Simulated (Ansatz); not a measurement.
Here is the system:

```xyz
4
Lattice="-1.6546 1.6546 5.6400 1.6546 -1.6546 5.6400 1.6546 1.6546 -5.6400" Properties=species:S:1:pos:R:3 pbc="T T T"
Ta     0.0000     1.6546     2.8129
Ta     0.0000     0.0000    11.2729
P      1.6546     0.0000     1.8795
P      0.0000     0.0000     4.6995
```

Computed with PBEsol with spin-orbit coupling, rigid bands (plane waves, PAW; Ansatz, an electronic-structure program). Condition of this run: spin-orbit coupling switched on. Cell: cell and atoms relaxed with PBEsol.

Q: Is this a good metal at this level?

A: No. No gap is resolved, and few carriers conduct, as in a semimetal or a zero-gap semiconductor. N(E_F) = 0.121 states/eV a cell at 300 K and the Drude plasma energy along the best axis is 0.95 eV, several times under that of a simple or noble metal.

Computed structure with no diffraction record at hand here (it may be known, metastable or hypothetical): TaP (I4_1md).
